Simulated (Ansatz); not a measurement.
InP (F-43m) under hydrostatic pressure: band gap by PBEsol with spin-orbit coupling, rigid bands (plane waves, PAW; Ansatz, a program for electronic structure). The unloaded cell, whose axes the loads refer to:

```yaml
crystal:
  lattice:
    - [0.00000, 2.93916, 2.93916]
    - [2.93916, 0.00000, 2.93916]
    - [2.93916, 2.93916, 0.00000]
  atoms:
    - { symbol: In, position: [0.00000, 0.00000, 0.00000] }
    - { symbol: P, position: [0.25000, 0.25000, 0.25000] }
```

| hydrostatic pressure (GPa) | volume per atom (Å³) | band gap (eV) |
|---|---|---|
| -2 | 26.22 | 0.3688 |
| 0 | 25.39 | 0.5422 |
| 2 | 24.69 | ? |
| 5 | 23.80 | 0.8859 |
| 10 | 22.63 | 1.148 |

Problem. Fit a straight line to band gap against the load over the rows given, and predict the row at 2 GPa.

Solution. The means are x̄ = 3.250 GPa and ȳ = 0.7362; Σ(x − x̄)(y − ȳ) = 5.601 and Σ(x − x̄)² = 86.75, so the slope is 64.6 meV per GPa, and the rows given lie within 37 meV of the line. At 2 GPa the line gives 0.6555 eV; the calculation gives 0.6922 eV, 5.3 % from it, so the trend bends or changes character over this range.

Problem. With all rows, what volume deformation potential dE_g/d ln V follows?

Solution. A line through E_g against ln V has the slope -5.3 eV, so the gap opens under compression.

 Stresses and pressures are the targets of the relaxation. The structure type is held at every load. Geometry: cell and atoms relaxed with PBEsol.
